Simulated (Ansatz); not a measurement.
The reference is HfO$_{2}$ (space group Pca2_1, No. 29; a = 5.2941 Å, b = 5.0690 Å, c = 5.1014 Å).

Level of theory: PBE in Ansatz (plane waves to 420 eV, PAW, no spin-orbit coupling).

One change was made to it. Results:

The valence-band top at Γ (three highest levels, from the VBM) changes from 0.00, -0.07, -0.18 eV to 0.00, -0.07, -0.19 eV; the density goes up by 0.015 g/cm³ to 10.23 g/cm³; the shortest interatomic distance hardly moves (2.045 Å against 2.044 Å); the gap character stays indirect, Γ → k = (0.200, 0.400, 0.400) in the run's primitive reciprocal basis.

### Question
Which change produced these results?
A) pressure −1 GPa
B) pressure 1.5 GPa
C) pressure 3 GPa
D) pressure 0.3 GPa

### Answer
D, pressure 0.3 GPa. For comparison, the density in the other runs: pressure 1.5 GPa gives 10.29 g/cm³; pressure 3 GPa gives 10.36 g/cm³; pressure −1 GPa gives 10.16 g/cm³.

With Hf present, leaving out spin-orbit coupling can change the band edges. Load acts through the strain it causes; cell and atoms are relaxed under it. No phonon test of stability was made. This is not the structure that HfO2 has at room temperature and ambient pressure.

Ansatz is an electronic-structure program.
